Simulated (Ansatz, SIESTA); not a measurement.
**Code comparison for CaSi2Ni2 (P1, 5 atoms in the cell)**

Self-consistent single point, at a second geometry (atoms moved at random). First geometry:

```
Ca(SiNi)2
1.0
   -1.98138     1.98138     4.82047
    1.98138    -1.98138     4.82047
    1.98138     1.98138    -4.82047
Ca Si Ni
1 2 2
Cartesian
  0.00000   0.00000   0.00000
  0.00000   0.00000   6.08035
  0.00000   0.00000   3.56059
  0.00000   1.98138   2.41024
  1.98138   0.00000   2.41024
```

Second geometry:
```
CELL_PARAMETERS angstrom
     -1.98138     1.98138     4.82047
      1.98138    -1.98138     4.82047
      1.98138     1.98138    -4.82047
ATOMIC_POSITIONS crystal
  Ca 0.00204 0.00699 0.99662
  Si 0.64575 0.63302 0.01838
  Si 0.37118 0.37639 0.00920
  Ni 0.73865 0.22472 0.46929
  Ni 0.24238 0.75887 0.50652
```

Shared settings, as Ansatz (a first-principles code) writes them: kpoints.mp_grid.grid = 9 9 9; scf.occupations.method = gaussian; scf.occupations.width = 0.01 Ry. Potentials and cutoffs stand in the table.

```json
[
 {"code": "Ansatz", "model": "PBEsol, PAW files made with PBE", "ΔF from the first geometry (meV/atom)": "21.8", "pressure (GPa)": "-1.25", "largest force (eV/Å)": "1.132", "cutoff": "default"},
 {"code": "SIESTA", "model": "GGA PBEsol, numerical atomic orbitals DZP, PseudoDojo PBEsol standard norm-conserving potentials (rewritten from UPF to PSML)", "ΔF from the first geometry (meV/atom)": "28.3", "pressure (GPa)": "3.61", "largest force (eV/Å)": "1.277", "cutoff": "grid 350 Ry"}
]
```

Size of the force on each atom (eV/Å): Sizes of forces hide their directions.

```json
[
 {"code": "Ansatz", "Ca1": "0.466", "Si2": "1.132", "Si3": "0.305", "Ni4": "1.041", "Ni5": "0.722"},
 {"code": "SIESTA", "Ca1": "0.715", "Si2": "1.275", "Si3": "0.602", "Ni4": "1.277", "Ni5": "0.870"}
]
```

On Ansatz's run: spin polarisation is off.

The spread over the programs that give each value: ΔF from the first geometry within 6.5 meV/atom; pressure within 4.86 GPa; largest force within 0.145 eV/Å.

SIESTA uses small atom-centred bases, whose incompleteness enters pressures, forces and empty levels differently from a plane-wave cutoff. Ansatz's pressure is given at a fixed set of plane waves, as the other plane-wave codes print theirs.

The starting cell comes from a database of computed structures (which also holds hypothetical and non-ambient phases and stackings), without a prior relaxation at this level. Its lattice was rescaled by a random factor within 2.5 % of one. For this run, on top of that: atoms moved at random.

Keys are those of Ansatz 0.2.
